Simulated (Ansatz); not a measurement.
**Cd2SnO4 under a change: uniaxial strain ε_yy = −0.31 %**

Base system: Cd$_{2}$SnO$_{4}$ (space group Pbam, No. 55; a = 5.571 Å, b = 9.929 Å, c = 3.199 Å). Axes: x, y, z lie along a, b, c of the conventional cell.

Perturbation: the cell is compressed by 0.31 % along y with no lateral relaxation; the atoms relax in the strained cell.

Method: Kohn–Sham DFT with the PBEsol functional, run in Ansatz (a first-principles code) with PAW and 420 eV plane waves, no spin-orbit coupling. Settings: 5×3×8 k-points, 0.05 eV Fermi–Dirac smearing.

```csv
quantity,base,changed,shift
volume per atom,12.64 Å³,12.60 Å³,-0.04 Å³
space group,Pbam (No. 55),Pbam (No. 55),–
shortest interatomic distance,2.061 Å,2.058 Å,-0.003 Å
energy relative to the base (free energy F),0 meV/atom,+0.1 meV/atom,+0.1 meV/atom
"pressure (mean of the normal stresses, compression positive)",0.00 GPa,0.43 GPa,+0.43 GPa
band gap (an upper bound: an edge found on the path is not a true extremum; the changed cell),0.48 eV,0.49 eV,+0.01 eV
"stress (xx, yy, zz, yz, xz, xy; compression positive)",–,"(0.39, 0.57, 0.32, 0.00, 0.00, 0.00) GPa",–
```

Final structure:

```
CELL_PARAMETERS angstrom
      5.57122     0.00000     0.00000
      0.00000     9.89790     0.00000
      0.00000     0.00000     3.19938
ATOMIC_POSITIONS crystal
  Cd 0.06079 0.32362 0.50000
  Cd 0.93921 0.67638 0.50000
  Cd 0.56079 0.17638 0.50000
  Cd 0.43921 0.82362 0.50000
  Sn 0.00000 0.00000 0.00000
  Sn 0.50000 0.50000 0.00000
  O  0.13467 0.80641 0.00000
  O  0.86533 0.19359 0.00000
  O  0.63467 0.69359 0.00000
  O  0.36533 0.30641 0.00000
  O  0.26301 0.53920 0.50000
  O  0.73699 0.46080 0.50000
  O  0.76301 0.96080 0.50000
  O  0.23699 0.03920 0.50000
```

Gaps are read on the SCF mesh and a high-symmetry path. Stability against distortions was not tested.
